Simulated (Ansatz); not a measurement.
B2O3 (Cmc2₁, No. 36, 10 atoms in the cell; start mp-717; high-pressure phase), treated with G0W0@PBEsol (Ansatz, a first-principles code, plane waves, hard PAW, contour deformation, complete-basis limit).

Numerical settings: largest k mesh 6×6×6 (not extrapolated in the mesh).

Cell (relaxed with PBEsol):

B2O3 is taken in the orthorhombic space group Cmc2₁ (No. 36), Pearson symbol oS20. Cell: a = 7.826 Å, b = 4.624 Å, c = 4.134 Å, α = β = γ = 90.00°. B on 8b is coordinated by 1 O at 1.381 Å and 3 O at 1.497–1.515 Å (tetrahedral). O1 on 4a has 2 B at 1.381 Å (bent). O2 on 8b sees 3 B at 1.497–1.515 Å (trigonal planar). (Neighbours: up to the widest gap in distance over summed covalent radii, below 1.35, at either atom.)
(The calculation used a cell of 10 atoms; values per cell refer to that cell.)

What does this level give for the band gap?


- band gap = 11.62 eV (indirect)

Note: the gap holds a correction of +0.52 eV to the complete basis, taken at k points off the band edges.

A start named mp-… is a Materials Project structure, which need not be a measured phase.
